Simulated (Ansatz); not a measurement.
## Effect of As on a Ga site, symmetric start on GaSb

The parent structure is an 8-atom supercell of GaSb in the zinc blende structure (space group F-43m, No. 216; a = 6.132 Å) at its relaxed geometry.

Modification: one Ga atom is replaced by As, atoms relaxed at fixed cell.

Computed with Ansatz (a first-principles code) r2SCAN, without spin-orbit coupling. Settings: 6×6×6 k-points, 0.01 eV Fermi–Dirac smearing.

```json
{
  "largest_displacement_of_a_host_atom_from_its_site_in_the_perfect_cell": "0.09 Å",
  "mean_distance_from_the_defect_site_to_its_nearest_host_atoms": "2.75 Å (base 2.66 Å)"
}
```

The magnetic state is the one reached from the starting moments; the real material's order can differ, and small cells can't hold many antiferromagnetic ones. The cell is small, so the values are those of an ordered compound at a high defect concentration; dilute-limit values will differ. The defect started on the symmetric site and kept its symmetry, so it may sit on a saddle. Starting moments died away, wholly or in part, for As on a Ga site; another magnetic solution may exist. The defect cell is spin-polarised and ends with 0.0 μB.
